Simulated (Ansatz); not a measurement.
Structures of equal composition on the (111) surface of fcc Ir: a pseudomorphic layer of Ag in the host's stacking; a pseudomorphic layer of Ag in the other hollow. The slabs share one bottom face, and each structure is named by its start. These are constructed structures in small cells; real faces may alloy, dewet or reconstruct in larger ones, and not all known structures of the face are among them. Slabs of about 11 Å, Fermi-Dirac smearing of 0.1 eV. Bottom of the slabs: a bare face, its two planes held. Relaxed from the named starts with such symmetry as they have, on meshes of like density; energies extrapolated to zero smearing; spin only where a row says so; no spin-orbit coupling, no U. Brackets mark spin-polarised runs, whose order is one that fits the cell.

Method: PBE (plane waves to 420 eV, PAW; Ansatz, a program for electronic structure).

Task: Rank these by energy per 1x1 cell (lowest first), as PBE gives it.

Result: a pseudomorphic layer of Ag in the host's stacking (0.000 eV), a pseudomorphic layer of Ag in the other hollow (0.032 eV)
